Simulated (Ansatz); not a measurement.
Take BN in the wurtzite structure (space group P6_3mc, No. 186; a = 2.555 Å, c = 4.225 Å) as the base.

The values are results of DFT with PBE, PAW potentials and a 420 eV plane-wave cutoff in Ansatz (a program for electronic structure), spin-orbit coupling left out, not measurements.

Before the change:

| Property | Result |
|---|---|
| Shortest interatomic distance | 1.567 Å |

One thing is altered: cell and atoms relaxed at a pressure of 30 GPa.

Problem. Predict the new shortest interatomic distance and mean gap deformation potential ΔEg/Δln V.

Solution. The shortest interatomic distance falls by 0.036 Å, from 1.567 Å to 1.531 Å; the mean gap deformation potential ΔEg/Δln V is +2.2 eV.

Load acts through the strain it causes; cell and atoms are relaxed under it. Stability against distortions was not tested. Competing high-pressure phases were not computed.
